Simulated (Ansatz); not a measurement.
Abridged Ansatz (a program for electronic structure) output:

```
Relaxation: its limit of steps is 60 (relax.max_steps)
Pseudopotential: Ni, paw, valence charge 18
Pseudopotential: Si, paw, valence charge 4
Crystal: 8 atoms, lattice volume = 95.168 Å³
Basis set: ecut = 500 eV, 2407 PW (Γ), exchange–correlation on 160×100×180 points (64 copies of the dense FFT grid, shifted against one another)
Bands: 53, of which v1, the nominal top of the filled ones, is band 44 counted from 1 (43 counted from 0)
Symmetry: 8 space group operations
k-points: 200 of 1134
Functional: x = r2scan, c = r2scan; τ floored in thin density (d = 2e-4 eV/Å³)
SCF iter   1: F=—  HF=-25942.675682 eV  |F-HF|=—  |Δ(HF+E_count)|=         —  Δρ=1.17e-1  dr2=1.26e1  dr2_τ=4.01e-1  ethr=3.10e-3  ⟨swp⟩=6.6  Hψ=42631  notcnv=0  defer=33
SCF iter   2: F=—  HF=-25942.320260 eV  |F-HF|=—  |Δ(HF+E_count)|=   3.55e-1  Δρ=1.17e-1  dr2=6.07e0  dr2_τ=4.27e-2  ethr=3.10e-3  ⟨swp⟩=3.2  Hψ=23744  notcnv=0  defer=397
SCF 1 converged in 10 iterations: F = -25941.203643 eV  dr2 = 1.92e-8
relax step   1: F+E_penalty+E_count = -25941.20364296 eV  Δ(F+E_penalty+E_count) = +0.000e0 eV  max|allowed force component| = 5.591e-4 eV/Å  Δτ_max = 0.0000 Å  P = +0.300 GPa  Ω = 95.168 Å³  (10 SCF iters, dr2 threshold 1.00e-7 eV, accepted)
[... steps on the carried basis left out ...]
relax step   5: F+E_penalty+E_count = -25941.20298119 eV  Δ(F+E_penalty+E_count) = +1.400e-4 eV  max|allowed force component| = 6.864e-4 eV/Å  Δτ_max = 0.0000 Å  P = +0.701 GPa  Ω = 94.958 Å³  stress off target by 5.40e-3 GPa  SCF on the basis re-selected at this cell (its energy is not comparable with the rows above)  (7 SCF iters)
SCF converged after 7 iterations
Free energy (F): -25941.202981 eV
Internal energy: -25941.184238 eV  (E = F + TS)
E sigma→0 (E₀):  -25941.193610 eV
Entropy (-TS):   -0.018743 eV (-2.343 meV/atom)
Fermi energy:    14.908246 eV
--- Forces (eV/Å), atoms counted from 1 ---
  atom   1  Ni    -0.00004463    -0.00000000     0.00031324
  atom   2  Ni    -0.00004463    -0.00000000    -0.00031324
  atom   3  Ni     0.00004463     0.00000000    -0.00031324
  atom   4  Ni     0.00004463     0.00000000     0.00031324
  atom   5  Si     0.00009636     0.00000000     0.00068644
  atom   6  Si     0.00009636     0.00000000    -0.00068644
  atom   7  Si    -0.00009636     0.00000000    -0.00068644
  atom   8  Si    -0.00009636     0.00000000     0.00068644
--- Stress (GPa, compression-positive) ---
        0.698042      -0.000000      -0.000000
       -0.000000       0.705398       0.000000
       -0.000000       0.000000       0.699052
  P = ⅓ Tr σ = 0.7008 GPa (7.008 kbar)
--- Relaxed structure (4 steps of the walk, 4 accepted, 1 SCFs on fresh bases) ---
  cell:  # Å, volume = 94.9576 Å³
    - [5.116767093907033, -5.237970093648285e-33, 5.0219246670674585e-19]
    - [-3.3817059310018553e-33, 3.3387678407492087, 2.2544706206679036e-33]
    - [5.457132642687476e-19, 3.755481012394103e-33, 5.558374193965902]
  atoms:
    - { symbol: Ni, position: [0.507800390073146, 0.25, 0.6885231398340008] }
    - { symbol: Ni, position: [0.007800390073146011, 0.25, 0.8114768601659991] }
    - { symbol: Ni, position: [0.49219960992685396, 0.7500000000000001, 0.3114768601659991] }
    - { symbol: Ni, position: [0.9921996099268543, 0.7500000000000001, 0.18852313983400076] }
    - { symbol: Si, position: [0.6786285459379165, 0.25, 0.08342962272538228] }
    - { symbol: Si, position: [0.17862854593791644, 0.25, 0.4165703772746176] }
    - { symbol: Si, position: [0.3213714540620836, 0.7500000000000001, 0.9165703772746178] }
    - { symbol: Si, position: [0.8213714540620838, 0.7500000000000001, 0.5834296227253823] }
```

Question: What was computed, and what are the main results?

Answer: NiSi, 8 atoms in the cell, with Kohn–Sham DFT with the r2SCAN functional, run in Ansatz with PAW and 500 eV plane waves, no SOC, earlier PAW set, from a series relaxed to a target (pressure 0.7 GPa). The last SCF converged to F = -25941.202981 eV, or -3242.6504 eV per atom, at a pressure of 0.70 GPa. The total energy compares only with runs of the same code, potentials and settings.

Load acts through the strain it causes; cell and atoms are relaxed under it. Whether these cells are dynamically stable was not tested. All final runs are without spin polarisation. The cell was made from NiSi (space group Pnma, No. 62; non-magnetic) by this change: pressure 0.7 GPa.

Keys are those of Ansatz 0.2.
